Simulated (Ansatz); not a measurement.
The starting structures come from a database of crystals and need not be the phases stable at ambient conditions.

The decay constant κ of evanescent states in the gap governs leakage through a thin film.

Input:

```
Pb2SeTe
1.0
    7.71236    -0.00023     0.00000
   -2.57349     7.27497     0.00000
   -1.28675     3.63749     2.22763
Te Pb Se
1 2 1
Cartesian
  1.28269   7.27486   2.22763
  5.25285   1.85818   0.00000
 -0.11398   5.41657   0.00000
  0.00000   0.00000   0.00000
```

Space group of this cell: R-3m. The cell was relaxed by PBE-D3(BJ); by r2SCAN its mean pressure is 1.3 GPa.

Transport runs along the normal of the first two printed cell vectors, the (110) plane of the conventional cell.

The gap is the functional's own. No spin-orbit coupling. Mid-gap values are interpolated on the energy grid.

**Question.** Give the band gap and the smallest decay constant κ at mid-gap that Ansatz (a quantum-chemistry and plane-wave program) with r2SCAN yields.

**Answer.** Gap 0.81 eV on a 14×14×14 mesh; κ = 0.079 1/Å, at the zone centre.
